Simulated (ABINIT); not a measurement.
## Several settings converged on MnBe₃ (P4mm, 4 atoms in the cell)

```yaml
crystal:
  lattice:
    - [3.23548, 0.00000, 0.00000]
    - [0.00000, 3.23548, 0.00000]
    - [0.00000, 0.00000, 3.23548]
  atoms:
    - { symbol: Be, position: [0.01545, 0.50000, 0.50000] }
    - { symbol: Be, position: [0.50000, 0.00000, 0.50000] }
    - { symbol: Be, position: [0.50000, 0.50000, 0.00000] }
    - { symbol: Mn, position: [0.00000, 0.00000, 0.00000], spin: 4.0 }
```
(The spins are starting values, not results.)

Base method: LDA (PW92), PAW (JTH v2.0 LDA PAW) (plane waves; ABINIT).

Base settings: pseudos = [Be.LDA_PW-JTH.xml, Mn.LDA_PW-JTH.xml]; ecut = 30 Ha; pawecutdg = 60 Ha; pawxcdev = 0; nsppol = 2; occopt = 7; tsmear = 0.00367493 Ha; ngkpt = 4 4 4; nshiftk = 1; shiftk = 0 0 0.

The count of work is k-points × plane waves × bands × iterations; it is no time. Core times come from one kind of shared machine, to one figure; runs under 30 s give none.

**The cutoff for other potential files**

Level: DFT, LDA (PW92), plane waves, norm-conserving pseudopotentials (PseudoDojo nc-sr-04 LDA standard).

In this ladder: pseudos = [Be.upf, Mn.upf]; pawecutdg = default; pawxcdev = default; potentials = PseudoDojo nc-sr-04 LDA standard.

The second cell is the first with its lattice scaled by 0.98.

The mesh stays at the base's, so the ladder's end is converged at best in this setting alone.

Only quantities that move along the ladder and can be compared are tabulated.

The magnetic state is not the same in all runs (site moments differ, or a search went on to a lower state), so steps between rows are not convergence errors alone.

```tsv
ecut	free energy less the last step's (meV/atom)	energy of the compressed cell less the first (meV/atom)	pressure (GPa)	largest difference of a force vector from the last step's (eV/Å)	net moment (μB/atom)	count of work / last	core time / last (rough)
22 Ha	5515.08	113.07	-381.30	0.061	0.125	0.17	0.2
26 Ha	2060.33	-46.77	-192.20	0.023	0.234	0.12	0.1
34 Ha	154.25	-8.80	-32.18	0.004	0.238	0.18	0.2
41 Ha	6.95	-6.81	-8.80	0.000	0.237	0.24	0.2
48 Ha	0.53	-6.83	-6.94	0.000	0.237	0.30	0.3
58 Ha	0.33	-6.83	-6.93	0.000	0.237	0.40	0.4
72 Ha	0.17	-6.83	-6.93	0.000	0.237	0.58	0.5
96 Ha	0.00	-6.83	-6.93	0.000	0.237	1.0	1
```

Coarsest ecut that holds the net moment within 0.01 μB/atom of the last step, with all finer ones: 26 Ha, at 0.12 of the last step's count of work and about 0.1 of the last step's time; the step before is off by 0.11 μB/atom.

Coarsest ecut that holds the forces within 0.01 eV/Å of the last step, with all finer ones: 34 Ha, at 0.18 of the last step's count of work and about 0.2 of the last step's time; the step before is off by 0.023 eV/Å.

Coarsest ecut that holds the pressure within 0.1 GPa of the last step, with all finer ones: 48 Ha, at 0.30 of the last step's count of work and about 0.3 of the last step's time; the step before is off by 1.9 GPa.

The energy difference between the two cells stays within 1 meV/atom of the last step's from 41 Ha on, the total only from 48 Ha on: much of the error is common to both cells and cancels.

At the lowest cutoff the pressure lies 374 GPa under the last step's, the usual sign of Pulay stress in an incomplete plane-wave basis.

**The density cutoff**

The second cell is the first with its lattice scaled by 0.98.

The mesh stays at the base's, so the ladder's end is converged at best in this setting alone.

Only quantities that move along the ladder and can be compared are tabulated.

| pawecutdg | energy of the compressed cell less the first (meV/atom) |
|---|---|
| 30 Ha | -6.62 |
| 37.5 Ha | -6.93 |
| 45 Ha | -6.96 |
| 60 Ha | -6.96 |
| 75 Ha | -6.97 |
| 120 Ha | -6.95 |

Coarsest pawecutdg that holds the energy of the compressed cell less the first within 0.2 meV/atom of the last step, with all finer ones: 37.5 Ha; the step before is off by 0.33 meV/atom.

**The relaxed cell against the cutoff**

On MnBe3 (Pm-3m, 4 atoms in the cell): atoms on their sites.

In this ladder: ionmov = 2; ntime = 40; tolmxf = 0.0001 Ha/bohr; optcell = 2; dilatmx = 1.08; ecutsm = 0.5 Ha. Moved along: pawecutdg.

The mesh stays at the base's, so the ladder's end is converged at best in this setting alone.

Only quantities that move along the ladder and can be compared are tabulated.

| ecut | relaxed volume (Å³/atom) | relaxation steps | core time / last (rough) |
|---|---|---|---|
| 15 Ha | 8.074 | 5 | 0.5 |
| 18 Ha | 8.104 | 4 | 0.3 |
| 21 Ha | 8.098 | 4 | 0.4 |
| 26 Ha | 8.100 | 4 | 0.3 |
| 30 Ha | 8.096 | 4 | 0.5 |
| 36 Ha | 8.099 | 4 | 0.6 |
| 45 Ha | 8.099 | 4 | 0.8 |
| 60 Ha | 8.100 | 4 | 1 |

Coarsest ecut that holds the relaxed volume within 0.016 Å³/atom of the last step, with all finer ones: 18 Ha, at about 0.3 of the last step's time; the step before is off by 0.026 Å³/atom.

At the lowest cutoff the cell relaxes to a volume 0.3 % smaller than at the highest.

On the base run: the starting cell comes from a database of computed structures (which also holds hypothetical and non-ambient phases and stackings), without a prior relaxation at this level. Its lattice was rescaled by up to half a per cent. One atom was moved a little off its site on purpose. With one magnetic atom in the cell only a parallel order is possible. Without a gap this mesh is coarse (it stands for a supercell whose shortest vector is 13 Å).
